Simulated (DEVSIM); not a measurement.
System: Au/SiO2/p-InP capacitor, at 300 K.

| layer (left to right) | material | thickness (nm) | Na (cm⁻³) |
|---|---|---|---|
| 1 | SiO2 | 15.0 | - |
| 2 | InP | 510 | 1.5e18 |

Metal gate on the left, work function 5.1 eV. Fixed charge at the semiconductor interface 1.1e12 cm⁻² (in units of +e); no interface traps.

Constants are typed, rounded textbook-type inputs, not results; the design itself was drawn at random and stands for no fabricated device. Values at 300 K.

| parameter | SiO2 | InP |
|---|---|---|
| gap (eV) | 9 | 1.344 |
| affinity (eV) | 0.9 | 4.38 |
| permittivity | 3.9 | 12.5 |
| Nc (cm⁻³) | - | 5.7e17 |
| Nv (cm⁻³) | - | 1.1e19 |

Model (solved in DEVSIM): 1D Poisson equation in equilibrium, Boltzmann statistics, complete ionisation; no quantum confinement or tunnelling. Metal contacts follow the ideal Schottky-Mott rule: no Fermi-level pinning, no interface dipoles.

Base results: minimum of the low-frequency capacitance (μF/cm²) 0.140; flat-band voltage (V) -1.34.

Problem. What follows from this one change: substrate doping 1.5e+18 → 3e+18 cm^-3?

Solution. minimum of the low-frequency capacitance 0.140 → 0.157 μF/cm²; flat-band voltage -1.34 → -1.36 V.

Problem. What follows from this one change: fixed charge 1.1e+12 → 3.26e+12 cm^-2?

Solution. minimum of the low-frequency capacitance little changed (0.140 μF/cm²); flat-band voltage -1.34 → -2.84 V.
